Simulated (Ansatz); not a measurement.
The reference is RhSi (space group Pnma, No. 62; a = 5.5372 Å, b = 3.0610 Å, c = 6.3690 Å; a cell from a computed database, its experimental status unchecked).

All numbers come from Ansatz (a first-principles code) PBEsol, without spin-orbit coupling.

For the base:

The volume per atom comes out as 13.49 Å³ and the space group comes out as Pnma (No. 62).

Modification: every Rh is replaced by P, then cell and atoms are relaxed.

**Question.** What does the calculation give for the volume per atom after the change?

**Answer.** The volume per atom goes up by 1.30 Å³ (13.49 Å³ → 14.79 Å³).

**Question.** What happens to the space group?

**Answer.** The space group changes from Pnma (No. 62) to P6_3/mmc (No. 194).

Stability against distortions was not tested. As relaxed here, SiP is a hypothetical phase, not in the database extracts checked. All final runs are without spin polarisation.
